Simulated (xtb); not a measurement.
xtb 6.7.1, GFN2-xTB: B(Br)(Me)2 (CB(C)Br), 10 atoms. The geometry is a generated start, not checked to be a minimum at this level.

```json
{
  "method": "GFN2-xTB",
  "--acc": "1 (default)",
  "--etemp (K)": "300 (default)",
  "detailed input (--input)": "none: ANC optimiser, Lindh (1995) Hessian, microcycle=20, maxdispl=1.0, hlow=0.01 (default)",
  "basis_functions": "28",
  "valence_electrons": "24"
}
```

```xyz
10

B     -0.4331    -0.3457     0.0077
Br    -1.8697    -1.5659     0.0063
C     -0.5500     0.9981    -0.8062
H      0.3116     1.1490    -1.4549
H     -0.5549     1.8536    -0.1271
H     -1.4468     1.0698    -1.4201
C      0.8731    -0.7109     0.8100
H      1.4114     0.1655     1.1687
H      1.5691    -1.2447     0.1570
H      0.6893    -1.3686     1.6585
```

The structure is relaxed from this start with --opt LEVEL for the levels crude, sloppy, loose, lax, normal, tight, vtight, extreme, once each. Up to the end of the extreme run atoms move by at most 0.53 Å along an axis.

Q: What is the loosest level that ends within 5 meV of the extreme run, and how many cycles does it take?

A: normal: 16 cycles against 122, ending 2.1 meV above.

```json
[
 {"level": "crude", "cycles": "1", "energy above the extreme run (meV)": "9.7", "gradient norm (eV/Å)": "0.10"},
 {"level": "sloppy", "cycles": "1", "energy above the extreme run (meV)": "9.7", "gradient norm (eV/Å)": "0.10"},
 {"level": "loose", "cycles": "1", "energy above the extreme run (meV)": "9.7", "gradient norm (eV/Å)": "0.10"},
 {"level": "lax", "cycles": "1", "energy above the extreme run (meV)": "9.7", "gradient norm (eV/Å)": "0.10"},
 {"level": "normal", "cycles": "16", "energy above the extreme run (meV)": "2.1", "gradient norm (eV/Å)": "0.039"},
 {"level": "tight", "cycles": "44", "energy above the extreme run (meV)": "0.75", "gradient norm (eV/Å)": "0.0046"},
 {"level": "vtight", "cycles": "107", "energy above the extreme run (meV)": "0.028", "gradient norm (eV/Å)": "0.0012"},
 {"level": "extreme", "cycles": "122", "energy above the extreme run (meV)": "—", "gradient norm (eV/Å)": "0.0010"}
]
```
